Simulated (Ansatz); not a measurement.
The starting structures come from a database of crystals and need not be the phases stable at ambient conditions.

 Where the default PAW files enter, the runs use the earlier of Ansatz's two default sets.

By PBEsol, the system below comes out a metal.

Without scattering a metal conducts by its projected Fermi surface.

Here is the system:

```yaml
crystal:
  lattice:
    - [4.47602, 0.00000, 0.00000]
    - [-2.23801, 3.87635, 0.00000]
    - [0.00000, 0.00000, 2.76972]
  atoms:
    - { symbol: Ti, position: [0.00000, 0.00000, 0.00000] }
    - { symbol: Ti, position: [0.33333, 0.66667, 0.50000] }
    - { symbol: Ti, position: [0.66667, 0.33333, 0.50000] }
```

Space group of this cell: P6/mmm. The cell is strained (all lengths scaled by 0.98); by PBEsol its mean pressure is 3.5 GPa.

The current flows along the normal of the first two printed cell vectors, the (001) plane of the conventional cell. No spin-orbit coupling; the value is a mean over 0.1 eV about the Fermi level.

Question: Compute, with PBEsol run with Ansatz (a first-principles code), the ballistic conductance per area.

Answer: 0.51 × 10¹⁵ S/m² for both spins.
